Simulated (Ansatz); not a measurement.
We consider BN (model structure, started from the rocksalt type, Fm-3m, No. 225, 2 atoms in the cell), described by dielectric-dependent PBEsol hybrid in Ansatz (plane waves, PAW).

Numerical settings: plane-wave cutoff 460 eV, 12×12×12 k mesh, Fermi–Dirac smearing 0.01 eV, scalar-relativistic PAW data made under PBE.

The cell is the one relaxed with PBEsol. Conventional cell: a = 3.4826 Å, b = 3.4826 Å, c = 3.4826 Å, α = 90.00°, β = 90.00°, γ = 90.00°.

```xyz
2
Lattice="0.0000 1.7413 1.7413 1.7413 0.0000 1.7413 1.7413 1.7413 0.0000" Properties=species:S:1:pos:R:3 pbc="T T T"
N      0.0000     0.0000     0.0000
B      1.7413     1.7413     1.7413
```

**Question.** List the 5 lowest band energies at Γ above −25 eV (eV, relative to the valence band maximum), grouping those that round alike.

**Answer.** At Γ: -23.71, -1.02 (×3), 10.52.

Note: the run warned that its exchange threshold was loose for the stress; the relaxation could raise the start's symmetry but not lower it, so the cell can be a saddle point; cell and atoms aren't relaxed at this level (pressure -4.7 GPa).

A model structure was made by putting elements into a prototype or built by hand; it is no filed structure, need not be a known phase, and can be a saddle point held by its symmetry.

Ansatz is a program for electronic structure.
